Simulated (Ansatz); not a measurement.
Here is the system:

```xyz
8
Lattice="3.6158 0.0000 0.0000 1.8079 3.1314 0.0000 0.0000 0.0000 14.8596" Properties=species:S:1:pos:R:3 pbc="T T T"
Ga     1.8079     1.0438     9.9335
Ga     3.6158     2.0876     2.5037
Ga     3.6158     2.0876     4.9262
Ga     1.8079     1.0438    12.3560
S      1.8079     1.0438     1.4529
S      3.6158     2.0876     8.8828
S      3.6158     2.0876    13.4067
S      1.8079     1.0438     5.9769
```

No spin polarisation.

Calculations: PBEsol-D3(BJ)/PAW in Ansatz (a program for electronic structure), without spin-orbit coupling. Settings: 11×11×3 k-points, 0.05 eV Fermi–Dirac smearing.

Question: Predict the gap character.

Answer: Indirect, Γ → M.

Question: Predict the smallest direct gap.

Answer: 1.18 eV.

The cells carry an imposed strain or load. Whether these cells are dynamically stable was not tested. The cell was made from GaS in the beta-GaS type structure (space group P6_3/mmc, No. 194; layered, stacked along the Cartesian z axis) by this change: biaxial strain +2.31 %, plane normal [001], relaxed out of plane.
